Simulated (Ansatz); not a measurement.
The reference is MoS2 in the 2H-MoS2 type structure (space group P6_3/mmc, No. 194; a = 3.109 Å, c = 11.709 Å; layered, stacked along the Cartesian z axis).

The values are results of DFT with PBEsol-D3(BJ), PAW potentials and a 420 eV plane-wave cutoff in Ansatz (a program for electronic structure), no spin-orbit coupling, earlier PAW set, not measurements.

For the base:

The band gap is 0.52 eV. The shortest interatomic distance is 2.380 Å and the smallest direct gap comes out as 1.79 eV.

Modification: a negative pressure, −2 GPa.

### Question
How does this affect the band gap?

### Answer
The band gap rises by 0.164 eV (0.52 eV → 0.69 eV).

### Question
How does this affect the shortest interatomic distance?

### Answer
The shortest interatomic distance goes up by 0.0064 Å, from 2.380 Å to 2.387 Å.

### Question
Estimate the effect on the smallest direct gap.

### Answer
The smallest direct gap falls by 0.037 eV (1.79 eV → 1.76 eV).

Load acts through the strain it causes; cell and atoms are relaxed under it. Whether these cells are dynamically stable was not tested.
